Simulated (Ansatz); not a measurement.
The parent structure is HfN in the rock salt structure (space group Fm-3m, No. 225; a = 4.5257 Å; relaxed with 0.1 eV smearing). Axes: x, y, z lie along the cube axes.

Method: r2SCAN (Ansatz, a quantum-chemistry and plane-wave program), spin-orbit coupling left out.

Now apply this change: a pure shear with ε_xy = ε_yx = 0.0143, atoms relaxed at fixed cell.

Task: Predict the stress tensor and what it implies for the stiffness.

Result: Stress of the strained cell less that of the base (GPa, compression positive):
```
    0.1    -3.7     0.0
   -3.7     0.1     0.0
    0.0     0.0     0.0
```

Then −Δσ/γ with γ = 2ε = 0.0286 gives secant stiffness values (nonlinear terms included at this strain): C66 ≈ 129 GPa.

Stability against distortions was not tested. The final runs are not spin-polarised.
